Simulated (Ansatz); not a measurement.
Worked example: self-consistent single point of CrGa4 (Im-3m, 5 atoms in the cell) in Ansatz (a first-principles code)

Method of the run: LDA (PW92), default PAW files made with PBE (plane waves; Ansatz).

This input was run:

Ansatz 0.2 input:
```yaml
crystal:
  lattice:
    - [-2.813035, 2.813035, 2.813035]
    - [2.813035, -2.813035, 2.813035]
    - [2.813035, 2.813035, -2.813035]
  atoms:
    - { symbol: Cr, position_ang: [0.000000, 0.000000, 0.000000] }
    - { symbol: Ga, position_ang: [1.406518, 1.406518, -1.406518] }
    - { symbol: Ga, position_ang: [1.406518, -1.406518, 1.406518] }
    - { symbol: Ga, position_ang: [1.406518, 1.406518, 1.406518] }
    - { symbol: Ga, position_ang: [-1.406518, 1.406518, 1.406518] }
basis:
  ecutwfc: 420.0 eV
kpoints:
  mp_grid:
    grid: [8, 8, 8]
hamiltonian:
  xc: lda
  pseudopotentials:
    kind: paw
scf:
  occupations:
    method: fermi_dirac
    width: 0.1 eV
output:
  forces: true
  eigenvalues: true
  stress: true
```

Log, with long lists cut:

```
WARN the atoms were moved onto the symmetric positions of the space group found under crystal.symmetry.tolerance 1.0e-5 (fractional …
WARN ansatz: RAYON_NUM_THREADS=1 ignored (pool sized by the plan → 1); use --threads N
Pseudopotentials: kind: paw
Pseudopotential: Cr, paw, valence charge 14
Pseudopotential: Ga, paw, valence charge 13
Crystal: 5 atoms, lattice volume = 89.040 Å³
Basis set: ecut = 420 eV, 1745 PW (Γ)
Bands: 40, of which v1, the nominal top of the filled ones, is band 33 counted from 1 (32 counted from 0)
Symmetry: 48 space group operations
Space group: Im-3m (ITA 229), of the structure as read, at distance tolerance 4.5e-5 Å
k-points: 29 of 512
PAW frozen core: Cr, regenerated for the run's functional, and the local potential with it
PAW frozen core: Ga, regenerated for the run's functional, and the local potential with it
Initial density: superposition of atomic densities (neutral atoms: chi_scale 0, normalization atom), corrected by the library's trained network
Initial wavefunctions: pseudopotential atomic-orbital guess
Eigensolver: davidson
Functional: x = slater, c = lda
SCF iter   1: F=—  HF=-18151.759593 eV  |F-HF|=—  |Δ(HF+E_count)|=         —  Δρ=1.66e-2  dr2=2.55e-1  ethr=1.77e-3  ⟨swp⟩=5.6  Hψ=3849  notcnv=0
all-band conjugate gradients solve this SCF's bands
preconditioner: auto → Kerker (q_TF=auto, 2.595 Å⁻¹)
SCF iter   2: F=—  HF=-18151.742229 eV  |F-HF|=—  |Δ(HF+E_count)|=   1.74e-2  Δρ=7.25e-3  dr2=5.09e-2  ethr=3.86e-4  ⟨swp⟩=2.0  Hψ=1540  notcnv=0  defer=2
SCF iter   3: F=—  HF=-18151.738846 eV  |F-HF|=—  |Δ(HF+E_count)|=   3.38e-3  Δρ=1.41e-3  dr2=7.48e-4  ethr=7.71e-5  ⟨swp⟩=1.6  Hψ=1196  notcnv=0  defer=2
SCF iter   4: F=—  HF=-18151.738247 eV  |F-HF|=—  |Δ(HF+E_count)|=   5.99e-4  Δρ=5.57e-4  dr2=2.35e-4  ethr=1.13e-6  ⟨swp⟩=2.0  Hψ=1951  notcnv=0  defer=2
SCF iter   5: F=—  HF=-18151.738225 eV  |F-HF|=—  |Δ(HF+E_count)|=   2.26e-5  Δρ=1.77e-4  dr2=3.25e-5  ethr=3.56e-7  ⟨swp⟩=2.4  Hψ=2028  notcnv=0  defer=2
SCF iter   6: F=—  HF=-18151.738227 eV  |F-HF|=—  |Δ(HF+E_count)|=   2.68e-6  Δρ=3.73e-5  dr2=1.61e-6  ethr=4.93e-8  ⟨swp⟩=2.6  Hψ=2017  notcnv=0  defer=2
SCF iter   7: F=—  HF=-18151.738227 eV  |F-HF|=—  |Δ(HF+E_count)|=   1.27e-7  Δρ=1.80e-5  dr2=2.96e-7  ethr=2.44e-9  ⟨swp⟩=2.0  Hψ=2099  notcnv=0  defer=2
SCF iter   8: F=-18151.738227 eV  HF=-18151.738227 eV  |F-HF|=1.87e-8  |Δ(HF+E_count)|=   2.72e-8  Δρ=5.58e-6  dr2=4.11e-8  ethr=1.52e-10  ⟨swp⟩=4.6  Hψ=3638  notcnv=0
SCF 1 converged in 8 iterations: F = -18151.738227 eV  dr2 = 4.11e-8
SCF converged after 8 iterations
Free energy (F): -18151.738227 eV
Harris-Foulkes:  -18151.738227 eV  (|F-HF|=1.87e-8)
Internal energy: -18151.719639 eV  (E = F + TS)
E sigma→0 (E₀):  -18151.728933 eV
Entropy (-TS):   -0.018588 eV (-3.718 meV/atom)
Fermi energy:    9.663629 eV
--- Per-component energies (eV) ---
  E_band       = -389.501992
  E_kinetic    = 809.033738
  E_local      = -9277.260503  (includes V_loc(G=0)·N_el)
  E_nonlocal   = 1781.518535
  E_hartree    = 4295.384581
  E_xc         = -416.713475
  E_vxc        = -415.367371  (∫ρ·V_xc dr)
  E_paw        = -8781.972355  (= ΣΔE_a)
  E_vpaw       = -1878.180621  (= ΣTr[D̂ρ^β])
  E_aug_tail   = -0.000105  (compensation charges beyond the density's cutoff)
  E_ewald      = -6568.989100
  E_core_change = 7.279044  (= ΣΔE_core)
  E_smearing   = -0.018588  (= −TS)
  E_closure    = -0.000000  (closes the sum)
  Σ components = -18151.738227   (vs F -18151.738227, Δ=0.00e0)
--- Forces (eV/Å), atoms counted from 1 ---
  atom   1  Cr    -0.00000000     0.00000000     0.00000000
   [... zero for the other atoms too ...]
  max |Σ_I F_I| component: 9.57e-29 eV/Å
--- Stress (GPa, compression-positive) ---
       -5.377379       0.000000      -0.000000
       -0.000000      -5.377379       0.000000
       -0.000000      -0.000000      -5.377379
  P = ⅓ Tr σ = -5.3774 GPa (-53.774 kbar)
  The stress holds the Pulay correction. Without it, at fixed plane waves, as pw.x and ABINIT print it: P = -5.4189 GPa
--- Band table (eV; the first three rows and the last of 29) ---
  k-point 0: bands = ["-60.5292", "-32.2691", "-32.2691", "-32.2691", "-4.9853", "-4.9853", "-4.8859", "-4.8859", "-4.8796", "-4.8275", "-4.8275", "-4.8275", "-4.6880", "-4.6880", "-4.6880", "-4.6871", "-4.6871", "-4.6871", "-4.5648", "-4.5648", [...]
  k-point 1: bands = ["-60.5292", "-32.2695", "-32.2693", "-32.2691", "-4.9775", "-4.9689", "-4.8753", "-4.8742", "-4.8662", "-4.8316", "-4.8154", "-4.8153", "-4.6949", "-4.6925", "-4.6903", "-4.6881", "-4.6838", "-4.6820", "-4.5733", "-4.5684", [...]
  k-point 2: bands = ["-60.5292", "-32.2704", "-32.2698", "-32.2691", "-4.9561", "-4.9230", "-4.8497", "-4.8435", "-4.8412", "-4.8254", "-4.7831", "-4.7828", "-4.7179", "-4.7056", "-4.6971", "-4.6902", "-4.6728", "-4.6662", "-4.5993", "-4.5786", [...]
  k-point 28: bands = ["-60.5291", "-32.2719", "-32.2719", "-32.2719", "-4.9421", "-4.9421", "-4.9421", "-4.8448", "-4.8448", "-4.8448", "-4.7078", "-4.7078", "-4.7078", "-4.6878", "-4.6878", "-4.6878", "-4.6442", "-4.6442", "-4.6442", "-4.5869", [...]
```

The run converged in 8 iterations.

The starting cell comes from a database of computed structures (which also holds hypothetical and non-ambient phases and stackings), without a prior relaxation at this level. Its lattice was rescaled by up to half a per cent. Spin polarisation is off. With a pressure of about -5 GPa the cell is away from its equilibrium volume at this level. Ansatz's pressure includes its estimate of the finite-basis (Pulay) stress.
